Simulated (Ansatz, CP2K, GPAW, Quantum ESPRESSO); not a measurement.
## One structure in several programs: Hf₂SbP (P6_3/mmc, 8 atoms in the cell)

Self-consistent single point, at a second geometry (lattice scaled by 0.98). First geometry:

```
CELL_PARAMETERS angstrom
      3.83966     0.00000     0.00000
     -1.91983     3.32524     0.00000
      0.00000     0.00000    13.21089
ATOMIC_POSITIONS crystal
  Hf 0.66667 0.33333 0.89774
  Hf 0.33333 0.66667 0.10226
  Hf 0.33333 0.66667 0.39774
  Hf 0.66667 0.33333 0.60226
  Sb 0.33333 0.66667 0.75000
  Sb 0.66667 0.33333 0.25000
  P  0.00000 0.00000 0.00000
  P  0.00000 0.00000 0.50000
```

Shared settings, as Ansatz (an electronic-structure program) writes them: kpoints.mp_grid.grid = 5 5 2; scf.occupations.method = fermi_dirac; scf.occupations.width = 0.1 eV. Potentials and cutoffs stand in the table.

```csv
code,model,ΔF from the first geometry (meV/atom),pressure (GPa),largest force (eV/Å),cutoff
GPAW,"LDA (Perdew-Wang 92), GPAW PAW datasets LDA (gpaw-data 1.0.1)",-42.9,-1.87,0.019,550 eV
CP2K,"LDA (Pade form), GPW, DZVP-MOLOPT-SR-GTH basis, GTH-PADE potentials (GTH_POTENTIALS)",-94.2,-8.74,0.017,grid 500 Ry
Quantum ESPRESSO,"LDA (PZ), GBRV 1.5 ultrasoft (LDA) pseudopotentials",-41.3,-2.06,0.025,40 Ry
Ansatz,"LDA (PW92), PAW files made with PBE",-44.1,-2.04,0.040,default
```

For Quantum ESPRESSO (by 0.4 GPa) the energy change implies a higher mean pressure, against the two pressures, than for the other programs: a sign of finite-basis (Pulay) stress.

On Ansatz's run: spin-orbit coupling is off.

The spread over the programs that give each value: ΔF from the first geometry within 52.9 meV/atom; pressure within 6.87 GPa; largest force within 0.023 eV/Å.

CP2K uses small atom-centred bases, whose incompleteness enters pressures, forces and empty levels differently from a plane-wave cutoff. Ansatz's pressure is given at a fixed set of plane waves, as the other plane-wave codes print theirs; with its correction for the finite basis it is -2.00 GPa. The same LDA comes in different parametrisations, which differ slightly. In the pressure, CP2K (by 6.70) lies more than 1 GPa from the median of the plane-wave programs.

The shared mesh is coarse (it stands for a supercell whose shortest vector is 19 Å), so the values are not converged in it.

The starting cell comes from a database of computed structures (which also holds hypothetical and non-ambient phases and stackings), without a prior relaxation at this level. Its lattice was rescaled by a random factor within 2.5 % of one. For this run, on top of that: lattice scaled by 0.98.

Keys are those of Ansatz 0.2.
